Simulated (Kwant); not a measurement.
Model system: quantum point contact (saddle potential) in a InAs two-dimensional gas. Effective mass 0.023 mₑ, grid spacing 12 nm, hard walls, nominal width 300 nm (25 grid rows, so walls 312 nm apart), one parabolic valley, scattering region 900 nm long along x; energies count from the band bottom; Fermi energy 0.00213 eV. Potential (V0 + ½k y²) cos²(πx/L) for |x| < L/2, with V0 swept from 0.0022365 to 0 eV, k = 8.8e-07 eV/nm², L = 750 nm.

Constants are typed, rounded textbook-type inputs, not results; the design itself was drawn at random and stands for no fabricated device.

Model: effective-mass tight-binding model on a square grid, one spin, coherent transport at 0 K (Kwant). Conductance is in e²/h.

### Question
Compare with the saddle-point formula G = Σ 1/(1 + exp(−2π(E − V0 − ħωy(n + ½))/ħωx)), taking ħωy = ħ√(k/m) and ħωx from the curvature along x of V0 plus half of the mode's confinement energy.

### Answer
ħωy = 1.71 meV; at V0 = 1.82 meV the lowest mode has ħωx = 0.511 meV.

```csv
V0 (meV),formula,simulation
2.11,6.7e-5,5.0e-5
1.82,0.0013,0.0012
1.52,0.037,0.039
1.23,0.65,0.67
0.940,1.00,1.00
0.648,1.00,1.00
```

The formula takes a parabolic saddle in the continuum; the run has the full potential on a grid.
